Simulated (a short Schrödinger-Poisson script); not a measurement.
Symmetric double-gate stack, Si3N4 on p-type In0.53Ga0.47As

Stack: symmetric double-gate stack, Si3N4 on p-type In0.53Ga0.47As, at 77 K.

```tsv
layer	material	thickness (nm)	Na (cm⁻³)
1	Si3N4	4.4	-
2	In0.53Ga0.47As	8	3e17
3	Si3N4	4.4	-
```

The device is made up for the run: typed textbook-type constants, with dimensions and the other settings drawn at random. Si3N4: permittivity 7.5, conduction-band edge (eV) 2.41, gap (eV) 5.1, electron mass (mₑ) 0.5. In0.53Ga0.47As: permittivity 13.9, conduction-band edge (eV) 0, gap (eV) 0.74, Nv at 300 K (cm⁻³) 7.7e18.

Channel valleys (confinement mass, in-plane density-of-states mass, number): Γ 0.041, 0.041, 1. At the gates, both at one voltage, the conduction-band edge of layer 1 lies 2.66 eV − eVg above the Fermi level of the channel. Gaps are held at their typed values at every temperature. Mesh 0.03 nm at interfaces.

From a short Schrödinger-Poisson script (our own, NumPy): 1D Poisson equation in equilibrium, electrons quantum, Hartree (BenDaniel-Duke, 12 states a valley, the channel's in-plane mass for all, wave functions ending at the dielectric), parabolic valleys, classical holes, full ionisation, no traps, pinning or gate leakage.

```tsv
Vg (V)	electrons (cm⁻²)	C (μF/cm²)	Γ E0 (meV)	Γ E1 (meV)
0.5	7.20e11	1.26	-42.0	385.0
0.7	2.30e12	1.27	-134.2	287.6
0.9	3.88e12	1.27	-226.5	190.3
1.1	5.46e12	1.27	-318.9	92.9
1.3	7.09e12	1.56	-408.4	-1.7
1.5	9.19e12	1.70	-469.2	-67.4
1.7	1.13e13	1.70	-528.7	-131.7
```

Gate voltages with under 1e6 electrons/cm² are left out.

Subbands count from the Fermi level. The capacitance is that of both gates.

Above a few 1e12 electrons/cm² a light Γ valley is non-parabolic and upper valleys begin to fill, which the model leaves out.
